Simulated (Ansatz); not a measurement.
Response to strain in ZnS

The reference is ZnS in the zinc blende structure (space group F-43m, No. 216).

```yaml
crystal:
  lattice:
    - [0.00000, 2.69455, 2.69455]
    - [2.69455, 0.00000, 2.69455]
    - [2.69455, 2.69455, 0.00000]
  atoms:
    - { symbol: Zn, position: [0.00000, 0.00000, 0.00000] }
    - { symbol: S, position: [0.25000, 0.25000, 0.25000] }
```

Cartesian axes are those of the cell as printed.

Strains are applied to the cell and any free atomic positions relax; under biaxial strain the out-of-plane vector relaxes too.

The values are results of r2SCAN/PAW in Ansatz (a program for electronic structure), spin-orbit coupling left out, not measurements.

| biaxial strain, plane normal [001], relaxed out of plane (%) | band gap (eV) |
|---|---|
| 0 | 2.70 |
| 0.5 | 2.66 |
| 1 | 2.61 |
| 1.5 | ? |
| 2 | 2.53 |
| 2.5 | 2.49 |
| 3 | 2.45 |

Problem. Fit E_g = E₀ + Dε (ε in %) to the rows shown and predict the withheld row.

Solution. Least squares on the printed values gives E₀ = 2.70 eV, D = -83.6 meV per % of strain (largest residual 0.01 eV); this predicts 2.57 eV, and the run gives 2.57 eV, in agreement.

Stability against distortions was not tested.
